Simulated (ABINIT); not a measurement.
A self-consistent single point of Ba₃H₁₂Ir₂ (P-3m1, 17 atoms in the cell) with ABINIT.

Computed with PBEsol, norm-conserving pseudopotentials (PseudoDojo nc-sr-04 PBEsol standard) (plane waves; ABINIT).

```
CELL_PARAMETERS angstrom
      5.56404     0.00000     0.00000
     -2.78202     4.81860     0.00000
      0.00000     0.00000     8.99048
ATOMIC_POSITIONS crystal
  Ba 0.00000 0.00000 0.00000
  Ba 0.66667 0.33333 0.35830
  Ba 0.33333 0.66667 0.64170
  H  0.18702 0.81298 0.34695
  H  0.81298 0.18702 0.65305
  H  0.18702 0.37404 0.34695
  H  0.81298 0.62596 0.65305
  H  0.62596 0.81298 0.34695
  H  0.37404 0.18702 0.65305
  H  0.52751 0.05503 0.87248
  H  0.47248 0.94497 0.12752
  H  0.94497 0.47248 0.87248
  H  0.05503 0.52751 0.12752
  H  0.52751 0.47248 0.87248
  H  0.47248 0.52751 0.12752
  Ir 0.66667 0.33333 0.75985
  Ir 0.33333 0.66667 0.24015
```

Reference input (self-consistent single point, DFT, PBEsol, plane waves, norm-conserving pseudopotentials (PseudoDojo nc-sr-04 PBEsol standard)): pseudos = [Ba.upf, H.upf, Ir.upf]; ecut = 980 eV; occopt = 1; ngkpt = 6 6 3; nshiftk = 1; shiftk = 0 0 0; potentials = PseudoDojo nc-sr-04 PBEsol standard; nband = 41; kptopt = 1; nstep = 80; tolvrs = 1e-10. This run's input differs from it in these lines:

```diff
@@ -31,3 +31,3 @@
       Angstrom
-ecut 980 eV
+ecut 490 eV
 occopt 1
```

Log, with long lists cut:

```
--- !BeginCycle
solver: {iscf: 7, nstep: 80, nline: 4, wfoptalg: 0, }
tolerances: {tolvrs: 1.00E-10, }
...

     iter   Etot(hartree)      deltaE(h)  residm     vres2
 ETOT  1  -320.25561761268    -3.203E+02 1.399E-01 2.346E+02
 ETOT  2  -320.22221743980     3.340E-02 3.125E-02 2.212E+03
 ETOT  3  -320.72767143937    -5.055E-01 4.289E-03 5.704E+02
 ETOT  4  -320.84839232986    -1.207E-01 1.714E-02 1.158E+02
 ETOT  5  -320.87930335976    -3.091E-02 2.670E-03 1.316E+00
 ETOT  6  -320.87947193387    -1.686E-04 2.816E-03 2.352E-01
 ETOT  7  -320.87951955918    -4.763E-05 6.262E-04 3.873E-03
 ETOT  8  -320.87952049867    -9.395E-07 1.034E-03 7.056E-04
 ETOT  9  -320.87952053027    -3.160E-08 1.782E-04 4.640E-04
 ETOT 10  -320.87952062290    -9.263E-08 2.297E-04 6.362E-05
 ETOT 11  -320.87952063251    -9.606E-09 5.333E-05 1.109E-05
 ETOT 12  -320.87952063321    -6.999E-10 8.564E-05 1.009E-06
 ETOT 13  -320.87952063329    -7.822E-11 7.258E-05 1.227E-07
 ETOT 14  -320.87952063330    -1.199E-11 1.306E-04 3.229E-09
 ETOT 15  -320.87952063329     3.638E-12 3.046E-05 2.126E-10
 ETOT 16  -320.87952063329     1.478E-12 7.835E-05 1.564E-11
 At SCF step   16       vres2   =  1.56E-11 < tolvrs=  1.00E-10 =>converged.

 Cartesian components of stress tensor (hartree/bohr^3)
  sigma(1 1)=  4.06760183E-04  sigma(3 2)=  0.00000000E+00
  sigma(2 2)=  4.06760184E-04  sigma(3 1)=  0.00000000E+00
  sigma(3 3)=  3.97252645E-04  sigma(2 1)= -1.87840624E-13

 ----iterations are completed or convergence reached----

 reduced coordinates (array xred) for   17 atoms
       0.000000002175      0.000000002206      0.000000002184
       0.666666668842      0.333333335539      0.358300001565
       0.333333335509      0.666666668872      0.641700002803
       0.187020001534      0.812980002847      0.346950001516
       0.812980002817      0.187020001565      0.653050002853
       0.187020001534      0.374040000923      0.346950001516
   [... lines left out ...]
 Fermi (or HOMO) energy (eV) =   2.99287   Average Vxc (eV)=  -9.09093
   [... lines left out ...]
total_energy        : -3.20879520633292E+02
total_energy_eV     : -8.73157580876530E+03
band_energy         : -4.09042495356749E+01
...

-Cartesian components of stress tensor (GPa)         [Pressure= -1.1874E+01 GPa]
- sigma(1 1)=  1.19672957E+01  sigma(3 2)=  0.00000000E+00
- sigma(2 2)=  1.19672958E+01  sigma(3 1)=  0.00000000E+00
- sigma(3 3)=  1.16875744E+01  sigma(2 1)= -5.52646103E-09

 Calculation completed.
```

The run converged in 16 iterations. Against the reference run the free energy goes up by 194 meV/atom, the pressure goes from -3.72 to -11.87 GPa, the largest force hardly changes (0.213 to 0.216 eV/Å) and the gap on the mesh moves little (2.981 to 2.988 eV).

The starting cell comes from a database of computed structures (which also holds hypothetical and non-ambient phases and stackings), without a prior relaxation at this level. Its lattice was rescaled by a random factor within 2.5 % of one. Spin-orbit coupling is off. At the lowered cutoff the pressure carries the error of an incomplete plane-wave basis.

Cost on one core of a shared machine: roughly 4 min.
